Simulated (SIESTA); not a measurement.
Input and output of a self-consistent single point for CaIr2 (R3m, 6 atoms in the cell) (SIESTA).

Computed with GGA PBEsol, numerical atomic orbitals TZP, PseudoDojo PBEsol standard norm-conserving potentials (rewritten from UPF to PSML) run with SIESTA.

```
CELL_PARAMETERS angstrom
      0.00000     3.79002     3.79002
      3.79002     0.00000     3.79002
      3.79002     3.79002     0.00000
ATOMIC_POSITIONS crystal
  Ca 0.25381 0.25381 0.25381
  Ca 0.00000 0.00000 0.00000
  Ir 0.62500 0.62500 0.62500
  Ir 0.12500 0.62500 0.62500
  Ir 0.62500 0.62500 0.12500
  Ir 0.62500 0.12500 0.62500
```

Reference input (self-consistent single point, DFT, GGA PBEsol, numerical atomic orbitals TZP, PseudoDojo PBEsol standard norm-conserving potentials (rewritten from UPF to PSML)): XC.functional = GGA; XC.authors = PBEsol; potentials = PseudoDojo PBEsol standard; PAO.BasisSize = TZP; PAO.EnergyShift = 0.01 Ry; MeshCutoff = 350 Ry; kgrid.MonkhorstPack = 4 4 4; OccupationFunction = FD; ElectronicTemperature = 0.1 eV; MaxSCFIterations = 150; SCF.Mixer.Method = Pulay; SCF.Mixer.Weight = 0.25. This run's input differs from it in these lines:

```diff
@@ -43,3 +43,6 @@
 SCF.Mixer.History            8
-SCF.DM.Tolerance             1.0E-05
+SCF.DM.Converge              false
+SCF.H.Converge               false
+SCF.FreeE.Converge           true
+SCF.FreeE.Tolerance          1.0E-12 eV
 Diag.ParallelOverK           true
```

Output (repeated stretches shortened):

```
        iscf     Eharris(eV)        E_KS(eV)     FreeEng(eV)     dDmax    Ef(eV) dHmax(eV)
   scf:    1   -14534.997613   -14574.790379   -14574.964173  5.784681 -1.207341 15.867791
   scf:    2   -14609.012182   -14597.260137   -14597.427395  2.431973 -3.351465  3.741157
   scf:    3   -14598.746359   -14598.249053   -14598.428950  0.347873 -3.803760  1.577390
   scf:    4   -14598.280271   -14598.307430   -14598.491069  0.086127 -3.807556  1.327367
   scf:    5   -14598.394707   -14598.376435   -14598.564489  0.055946 -3.799552  0.098014
   [... 141 lines left out ...]
   scf:  147   -14598.377699   -14598.377699   -14598.566789  0.000000 -3.777600  0.000000
   scf:  148   -14598.377699   -14598.377699   -14598.566789  0.000000 -3.777600  0.000000
   scf:  149   -14598.377699   -14598.377699   -14598.566789  0.000000 -3.777600  0.000000
   scf:  150   -14598.377699   -14598.377699   -14598.566789  0.000000 -3.777600  0.000000
SCF_NOT_CONV: SCF did not converge in maximum number of steps (required).
SCF_NOT_CONV: SCF did not converge in maximum number of steps (required).
Geom step, scf iteration, dDmax, dHmax:    0   150      0.000000     0.000000
Geom step, scf iteration, dDmax, dHmax:    0   150      0.000000     0.000000

ABNORMAL_TERMINATION
ABNORMAL_TERMINATION
Stopping Program from Node:    0
Stopping Program from Node:    0
```

The run ended unconverged after 150 iterations. 

The starting cell comes from a database of computed structures (which also holds hypothetical and non-ambient phases and stackings), without a prior relaxation at this level. Its lattice was rescaled by up to half a per cent. One atom was moved a little off its site on purpose. Values carry the incompleteness of an atom-centred basis.

Cost on one core of a shared machine: roughly 7 min.
